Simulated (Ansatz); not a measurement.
```
CELL_PARAMETERS angstrom
      0.00000     3.11041     3.11041
      3.11041     0.00000     3.11041
      3.11041     3.11041     0.00000
ATOMIC_POSITIONS crystal
  Ge 0.00000 0.00000 0.00000
  Mg 0.25000 0.25000 0.25000
  Mg 0.75000 0.75000 0.75000
```

No spin polarisation.

Computed with PBE in Ansatz (plane waves to 420 eV, PAW, no spin-orbit coupling), earlier PAW set. Settings: 9×9×9 k-points, 0.05 eV Fermi–Dirac smearing.

### Question
Predict the electron mass, hole mass and gap character.

### Answer
The electron mass comes out as 0.55 mₑ along k, 0.18 mₑ across (at X), the hole mass (degenerate bands, along [100]) comes out as 0.10, 0.34, 0.34 mₑ (at Γ) and the gap character is indirect, Γ → X.

The cells carry an imposed strain or load. Masses are band curvatures over ±0.01 Å⁻¹ around the edge. Along k means along the line from Γ to the band edge. Whether these cells are dynamically stable was not tested. The cell was made from Mg2Ge in the anti-fluorite structure (space group Fm-3m, No. 225) by this change: isotropic strain −3.12 %. A zero or small gap of Mg2Ge can be the functional's error rather than a property of the material.

Ansatz is a program for electronic structure.
